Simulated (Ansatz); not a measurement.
(CdSe)9/(HgTe)3 zinc blende (110) superlattice on CdSe (CdSe held in this type, which need not be the stable form), space group Pmm2.

The geometry comes from a PBE relaxation.

```xyz
24
Lattice="4.3817 0.0000 0.0000 0.0000 6.1948 0.0000 0.0000 0.0000 27.2607" Properties=species:S:1:pos:R:3 pbc="T T T"
Cd     0.0000     0.0371     0.0911
Se     2.1908     1.5610     0.0412
Cd     2.1908     3.1198     2.2317
Se     0.0000     4.6606     2.2512
Cd     0.0000     0.0188     4.4429
Se     2.1908     1.5674     4.4236
Cd     2.1908     3.1102     6.6226
Se     0.0000     4.6591     6.6255
Cd     0.0000     0.0143     8.8154
Se     2.1908     1.5629     8.8154
Cd     2.1908     3.1102    11.0082
Se     0.0000     4.6591    11.0053
Cd     0.0000     0.0188    13.1879
Se     2.1908     1.5674    13.2072
Cd     2.1908     3.1198    15.3991
Se     0.0000     4.6606    15.3796
Cd     0.0000     0.0371    17.5397
Se     2.1908     1.5610    17.5896
Hg     2.1908     2.9378    19.9241
Te     0.0000     4.7010    19.9463
Hg     0.0000    -0.1685    22.4457
Te     2.1908     1.5991    22.4457
Hg     2.1908     2.9378    24.9674
Te     0.0000     4.7010    24.9452
```

Method: HSE06 (plane waves to 420 eV, PAW; Ansatz, an electronic-structure program). Spin–orbit coupling is left out; with elements this heavy it can move edges by tenths of an eV. Its k-point mesh 4×3×1, Fermi–Dirac width 0.01 eV. HSE06 ran on meshes of its own (4×3×1); its edges and gaps are taken over the mesh and over extra points off it, mostly where PBE has its edges.

Task: List the levels next to the gap at (0.000, 0.000, 0.500) of this cell's own (folded) zone, from the top of the valence band (the table ends after a fixed count of bands, which can cut a degenerate set).

Result: 
```json
[
 {"band": "v4", "E − E_v (eV)": "-1.104"},
 {"band": "v3", "E − E_v (eV)": "-0.595"},
 {"band": "v2", "E − E_v (eV)": "-0.561"},
 {"band": "v1", "E − E_v (eV)": "0.000"},
 {"band": "c1", "E − E_v (eV)": "0.581"},
 {"band": "c2", "E − E_v (eV)": "0.717"},
 {"band": "c3", "E − E_v (eV)": "1.987"},
 {"band": "c4", "E − E_v (eV)": "2.077"}
]
```
